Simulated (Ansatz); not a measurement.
What uniaxial strain ε_zz = −1.50 % does to ZnGeP2

Take ZnGeP2 in the chalcopyrite structure (space group I-42d, No. 122; a = 5.500 Å, c = 10.845 Å) as the base. Axes: x, y, z lie along a, b, c of the conventional cell.

Now apply this change: uniaxial strain ε_zz = −1.50 %, all other strain components held at zero, atoms relaxed at fixed cell.

All numbers come from PBE (Ansatz, a first-principles code; PAW; 420 eV plane waves; scalar-relativistic without spin-orbit coupling). k-mesh 9×9×9 (Γ-centred); smearing 0.05 eV (Fermi–Dirac).

| quantity | base | changed | shift |
|---|---|---|---|
| space group | I-42d (No. 122) | I-42d (No. 122) | – |
| shortest interatomic distance | 2.360 Å | 2.348 Å | -0.012 Å |
| energy relative to the base (free energy F) | 0 meV/atom | +1.7 meV/atom | +1.7 meV/atom |
| pressure (mean of the normal stresses, compression positive) | 0.00 GPa | 1.16 GPa | +1.16 GPa |
| band gap (an upper bound: an edge found on the path is not a true extremum; both cells) | 1.14 eV | 1.14 eV | -0.005 eV |
| stress (xx, yy, zz, yz, xz, xy; compression positive) | – | (0.83, 0.83, 1.83, 0.00, 0.00, 0.00) GPa | – |

Final structure:

```xyz
8
Lattice="-2.7499 2.7499 5.3410 2.7499 -2.7499 5.3410 2.7499 2.7499 -5.3410" Properties=species:S:1:pos:R:3 pbc="T T T"
Zn     0.0000     0.0000     0.0000
Zn     0.0000     2.7499     2.6705
Ge     0.0000     0.0000     5.3410
Ge     2.7499     0.0000     2.6705
P      1.3564     1.3750     6.6763
P      1.3750    -1.3564     4.0058
P      1.3936     1.3750     1.3353
P      1.3750     4.1063    -1.3353
```

Stability against distortions was not tested.
